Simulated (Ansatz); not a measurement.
The parent structure is WSe2 (space group Fm-3m, No. 225; a = 6.2622 Å; ferromagnetic; a hypothetical phase, not in the database extracts checked). Axes: x, y, z lie along the cube axes.

All numbers come from r2SCAN (Ansatz, a program for electronic structure, PAW, scalar-relativistic without spin-orbit coupling).

Base values:

| Quantity | Value |
|---|---|
| Shortest interatomic distance | 271.2 pm |
| Pressure | 0.0 GPa |
| Band gap | zero |

The change: tensor shear ε_xy = +1.73 % (engineering shear γ = 0.0346); the atoms relax in the strained cell.

Problem. Estimate the effect on the largest internal atomic displacement, energy relative to the base, shortest interatomic distance, pressure and band gap.

Solution. The largest internal atomic displacement comes out as 0.022 Å; the energy increases by 2.4 meV/atom; the shortest interatomic distance drops by 1.85 pm to 269.3 pm; the pressure (mean of the normal stresses, compression positive) stays 0.0 GPa; the band gap is still zero.

The magnetic state is the one reached from the starting moments; the real material's order can differ, and small cells can't hold many antiferromagnetic ones. Without a gap, meshes like the base's 13×13×13 leave anisotropic stresses uncertain by several tenths of a GPa, and small strain energies with them. No phonon test of stability was made.
